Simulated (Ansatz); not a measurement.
A computed series for AlRu: response to strain

The parent structure is AlRu in the CsCl type structure (space group Pm-3m, No. 221; relaxed with 0.1 eV smearing).

```xyz
2
Lattice="2.9770 0.0000 0.0000 0.0000 2.9770 0.0000 0.0000 0.0000 2.9770" Properties=species:S:1:pos:R:3 pbc="T T T"
Al     1.4885     1.4885     1.4885
Ru     0.0000     0.0000     0.0000
```

Strains are applied to the cell and any free atomic positions relax.

Calculations: Ansatz (a first-principles code) PBEsol, no spin-orbit coupling.

Notes on the quantities. energy relative to the base: free energy F.

| isotropic strain (%) | energy relative to the base (meV/atom) |
|---|---|
| -3 | 80.8 |
| -2.5 | 55.1 |
| -2 | 34.7 |
| -0.5 | 2.1 |
| 0 | 0.0 |
| 0.5 | 2.0 |
| 1 | ? |
| 2.5 | 46.6 |
| 3 | 65.9 |

**Question.** Fit ΔE = Aε² + Bε³ (ε in %) to the rows shown and predict the withheld row.

**Answer.** Least squares on the printed values gives A = 8.14 and B = -0.27 meV/atom (largest residual 0.1 meV/atom); this predicts 7.9 meV/atom, and the run gives 7.8 meV/atom, in agreement.

No phonon test of stability was made. All final runs are without spin polarisation.
